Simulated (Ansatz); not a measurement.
Consider WS2 in the 2H-MoS2 type structure (space group P6_3/mmc, No. 194; a = 3.1543 Å, c = 12.1409 Å; layered, stacked along the Cartesian z axis). Axes: x lies along a and z along c of the hexagonal cell.

Structures relaxed with PBE-D3(BJ)/PAW in Ansatz (a quantum-chemistry and plane-wave program), no spin-orbit coupling, earlier PAW set.

Base:

Simulated powder pattern, Cu Kα1, λ = 1.54056 Å (kinematic, ideal powder, no thermal factors, no anomalous dispersion; the 10 strongest lines at most, above 2 %, up to 2θ = 90°):

```tsv
2θ (°)	I/Imax (%)	hkl
14.58	100	(002)
32.76	22	(100)
33.60	37	(101)
36.02	18	(102)
39.78	67	(103)
50.23	31	(105)
58.47	16	(110)
60.61	16	(112)
73.06	11	(203)
89.56	11	(118)
```

The change: compressive biaxial strain of 4.70 % in the plane normal to [001], as in epitaxy on a mismatched substrate; the out-of-plane cell vector and the atoms relax.

After the change:

Simulated powder pattern, Cu Kα1, λ = 1.54056 Å (kinematic, ideal powder, no thermal factors, no anomalous dispersion; the 10 strongest lines at most, above 2 %, up to 2θ = 90°):

| 2θ (°) | I/Imax (%) | hkl |
|---|---|---|
| 14.35 | 100 | (002) |
| 34.42 | 19 | (100) |
| 35.20 | 33 | (101) |
| 37.47 | 15 | (102) |
| 41.00 | 62 | (103) |
| 50.95 | 29 | (105) |
| 61.66 | 14 | (110) |
| 63.67 | 14 | (112) |
| 76.74 | 10 | (203) |
| 78.82 | 9.4 | (116) |

The indices refer to the base's conventional cell; one index is shown for lines that coincide.

No phonon test of stability was made.
